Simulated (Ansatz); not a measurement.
Start from CdS in the wurtzite structure (space group P6_3mc, No. 186; a = 4.197 Å, c = 6.830 Å).

The change: hydrostatic tension (pressure −1 GPa).

Levels (all Ansatz, a program for electronic structure, PAW, earlier PAW set): PBE (420 eV, without spin-orbit coupling); r2SCAN (500 eV, no SOC); HSE06 (420 eV, spin-orbit coupling left out); PBE+SOC (420 eV, spin-orbit coupling included).

One geometry, relaxed with PBE, under each level:

The valence-band top lists the three highest levels at Γ (Kramers pairs under SOC), from the VBM.

```json
[
 {"level": "PBE", "band gap": "1.06 eV", "lowest conduction level above the VBM at special points": "Γ 1.06 eV; A 2.71 eV; L 3.43 eV; M 3.57 eV", "valence-band top at Γ": "0.00, 0.00, -0.04 eV", "electron mass": "0.12 mₑ along c, 0.12 mₑ across (at Γ)", "pressure": "-1.01 GPa"},
 {"level": "r2SCAN", "band gap": "___", "lowest conduction level above the VBM at special points": "___", "valence-band top at Γ": "–", "electron mass": "___", "pressure": "___"},
 {"level": "HSE06", "band gap": "2.06 eV", "lowest conduction level above the VBM at special points": "Γ 2.06 eV; A 3.76 eV; L 4.47 eV", "valence-band top at Γ": "–", "electron mass": "–", "pressure": "–"},
 {"level": "PBE+SOC", "band gap": "1.05 eV", "lowest conduction level above the VBM at special points": "Γ 1.05 eV; A 2.69 eV; L 3.42 eV; M 3.55 eV", "valence-band top at Γ": "0.00, -0.02, -0.07 eV", "electron mass": "0.12 mₑ along c, 0.12 mₑ across (at Γ)", "pressure": "-1.06 GPa"}
]
```

Task: Give the withheld r2SCAN results.

Result: 
- r2SCAN, band gap: 1.51 eV
- r2SCAN, lowest conduction level above the VBM at special points: Γ 1.51 eV; A 3.15 eV; L 3.83 eV; M 4.03 eV
- r2SCAN, electron mass: 0.14 mₑ along c, 0.15 mₑ across (at Γ)
- r2SCAN, pressure: -2.42 GPa

Single points use the geometry relaxed with PBE. Their cutoffs differ, which shifts pressures a little. The spin-orbit shifts are approximate. Load acts through the strain it causes; cell and atoms are relaxed under it. Masses are band curvatures over ±0.01 Å⁻¹ around the edge. Stability against distortions was not tested.
